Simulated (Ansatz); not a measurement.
Electronic density of states of amorphous Al45O72H9, density 3.06 g/cm³, on a 2×2×2 Γ-centred mesh with a Gaussian width of 0.1 eV; energies count from the Fermi level, whose place inside the gap is arbitrary. Cell and mesh are small, so fine structure isn't converged. These are PBE, scalar-relativistic without spin-orbit coupling (plane waves to 420 eV, PAW; Ansatz, a program for electronic structure) values and carry that method's errors. Sampling: a 2×2×2 Γ-centred mesh; Fermi-Dirac width 0.02 eV; no spin polarisation. At PBE the levels at the filled edge of the gap are localised (band-tail or defect states), and the nearest spread-out levels lie 4.2 eV apart at the zone centre.

The cell was made by melting and quenching with the CHGNet potential and then relaxed with DFT. O atoms were pushed apart under 1.9 Å during the dynamics, to hinder bonds among them. The hot cell started wider than the set density and was brought back towards it in steps. It is the lowest in DFT energy of 2 quenches. It is a model cell: composition and starting density were chosen by hand, and all elements were melted together. No dispersion term was used. A short ab initio anneal came between quench and relaxation. Its density started from a set value of 3.16 and ended at 3.06 g/cm³. The quench (nominally 370 K/ps over its main leg) was far faster than any real one, so the model tends to hold more defects than a real film. A cell of this size samples the disorder only roughly. Volume and shape were free in the relaxation.

(E - EF (eV), states/(eV atom)): (-12.00, 0.00); (-11.90, 0.00); (-11.80, 0.00); (-11.70, 0.00); (-11.60, 0.00); (-11.50, 0.00); (-11.40, 0.00); (-11.30, 0.00); (-11.20, 0.00); (-11.10, 0.00); (-11.00, 0.00); (-10.90, 0.00); (-10.80, 0.00); (-10.70, 0.00); (-10.60, 0.00); (-10.50, 0.00); (-10.40, 0.00); (-10.30, 0.00); (-10.20, 0.00); (-10.10, 0.00); (-10.00, 0.00); (-9.90, 0.00); (-9.80, 0.00); (-9.70, 0.00); (-9.60, 0.00); (-9.50, 0.02); (-9.40, 0.08); (-9.30, 0.06); (-9.20, 0.05); (-9.10, 0.16); (-9.00, 0.23); (-8.90, 0.16); (-8.80, 0.05); (-8.70, 0.11); (-8.60, 0.24); (-8.50, 0.18); (-8.40, 0.20); (-8.30, 0.28); (-8.20, 0.31); (-8.10, 0.31); (-8.00, 0.33); (-7.90, 0.36); (-7.80, 0.40); (-7.70, 0.39); (-7.60, 0.38); (-7.50, 0.39); (-7.40, 0.40); (-7.30, 0.40); (-7.20, 0.36); (-7.10, 0.33); (-7.00, 0.36); (-6.90, 0.41); (-6.80, 0.43); (-6.70, 0.42); (-6.60, 0.44); (-6.50, 0.48); (-6.40, 0.48); (-6.30, 0.48); (-6.20, 0.46); (-6.10, 0.46); (-6.00, 0.50); (-5.90, 0.50); (-5.80, 0.51); (-5.70, 0.52); (-5.60, 0.54); (-5.50, 0.55); (-5.40, 0.52); (-5.30, 0.51); (-5.20, 0.50); (-5.10, 0.53); (-5.00, 0.52); (-4.90, 0.54); (-4.80, 0.60); (-4.70, 0.63); (-4.60, 0.65); (-4.50, 0.62); (-4.40, 0.60); (-4.30, 0.63); (-4.20, 0.66); (-4.10, 0.69); (-4.00, 0.69); (-3.90, 0.71); (-3.80, 0.71); (-3.70, 0.73); (-3.60, 0.73); (-3.50, 0.71); (-3.40, 0.71); (-3.30, 0.72); (-3.20, 0.68); (-3.10, 0.60); (-3.00, 0.61); (-2.90, 0.62); (-2.80, 0.59); (-2.70, 0.56); (-2.60, 0.56); (-2.50, 0.57); (-2.40, 0.49); (-2.30, 0.35); (-2.20, 0.26); (-2.10, 0.21); (-2.00, 0.18); (-1.90, 0.14); (-1.80, 0.13); (-1.70, 0.06); (-1.60, 0.01); (-1.50, 0.00); (-1.40, 0.00); (-1.30, 0.00); (-1.20, 0.00); (-1.10, 0.00); (-1.00, 0.00); (-0.90, 0.00); (-0.80, 0.00); (-0.70, 0.00); (-0.60, 0.00); (-0.50, 0.00); (-0.40, 0.00); (-0.30, 0.00); (-0.20, 0.00); (-0.10, 0.00); (0.00, 0.00); (0.10, 0.00); (0.20, 0.00); (0.30, 0.00); (0.40, 0.00); (0.50, 0.00); (0.60, 0.00); (0.70, 0.00); (0.80, 0.00); (0.90, 0.00); (1.00, 0.00); (1.10, 0.00); (1.20, 0.00); (1.30, 0.00); (1.40, 0.00); (1.50, 0.00); (1.60, 0.00); (1.70, 0.01); (1.80, 0.01); (1.90, 0.00); (2.00, 0.00); (2.10, 0.00); (2.20, 0.01); (2.30, 0.03); (2.40, 0.03); (2.50, 0.02); (2.60, 0.03); (2.70, 0.04); (2.80, 0.04); (2.90, 0.04); (3.00, 0.05); (3.10, 0.06); (3.20, 0.04); (3.30, 0.03); (3.40, 0.03); (3.50, 0.05); (3.60, 0.07); (3.70, 0.08); (3.80, 0.09); (3.90, 0.10); (4.00, 0.13); (4.10, 0.12); (4.20, 0.10); (4.30, 0.13); (4.40, 0.14); (4.50, 0.14); (4.60, 0.14); (4.70, 0.15); (4.80, 0.19); (4.90, 0.20); (5.00, 0.17); (5.10, 0.17); (5.20, 0.24); (5.30, 0.32); (5.40, 0.30); (5.50, 0.28); (5.60, 0.32); (5.70, 0.34); (5.80, 0.32); (5.90, 0.35); (6.00, 0.37); (6.10, 0.34); (6.20, 0.31); (6.30, 0.32)

The level gap on this mesh is 3.51 eV; the broadening fills part of it in the curve.
